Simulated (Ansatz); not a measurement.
## What tensor shear ε_xy = +0.67 % does to SrTiO3

Take SrTiO$_{3}$ in the cubic perovskite structure (space group Pm-3m, No. 221; a = 3.891 Å) as the base. Axes: x, y, z lie along the cube axes.

The change: tensor shear ε_xy = +0.67 % (engineering shear γ = 0.0134), atoms relaxed at fixed cell.

Level of theory: plane-wave PAW DFT at the PBEsol level (Ansatz, a first-principles code, 420 eV), spin-orbit coupling left out. Γ-centred 9×9×9 mesh, Fermi–Dirac width 0.05 eV.

```json
[
 {"quantity": "volume per atom", "base": "11.78 Å³", "changed": "11.78 Å³", "shift": "0.00 Å³"},
 {"quantity": "space group", "base": "Pm-3m (No. 221)", "changed": "Cmmm (No. 65)", "shift": "–"},
 {"quantity": "shortest interatomic distance", "base": "3.677 bohr", "changed": "3.677 bohr", "shift": "0.000 bohr"},
 {"quantity": "energy relative to the base (free energy F)", "base": "0 meV/atom", "changed": "+0.7 meV/atom", "shift": "+0.7 meV/atom"},
 {"quantity": "band gap", "base": "1.85 eV", "changed": "1.82 eV", "shift": "-0.03 eV"},
 {"quantity": "gap character", "base": "–", "changed": "indirect, T → Γ", "shift": "–"},
 {"quantity": "smallest direct gap", "base": "2.19 eV", "changed": "2.13 eV", "shift": "-0.06 eV"},
 {"quantity": "stress (xx, yy, zz, yz, xz, xy; compression positive)", "base": "–", "changed": "(0.01, 0.01, 0.00, 0.00, 0.00, -1.53) GPa", "shift": "–"}
]
```

Final structure:

```yaml
crystal:
  lattice:
    - [3.89114, 0.02607, 0.00000]
    - [0.02607, 3.89114, 0.00000]
    - [0.00000, 0.00000, 3.89114]
  atoms:
    - { symbol: Sr, position: [0.00000, 0.00000, 0.00000] }
    - { symbol: Ti, position: [0.50000, 0.50000, 0.50000] }
    - { symbol: O, position: [0.50000, 0.00000, 0.50000] }
    - { symbol: O, position: [0.00000, 0.50000, 0.50000] }
    - { symbol: O, position: [0.50000, 0.50000, 0.00000] }
```

The cells carry an imposed strain or load. Whether these cells are dynamically stable was not tested. The final runs are not spin-polarised. Many cubic perovskites are stable only at high temperature; tilts and polar distortions were not tested. k-point labels follow each cell's own Brillouin zone.
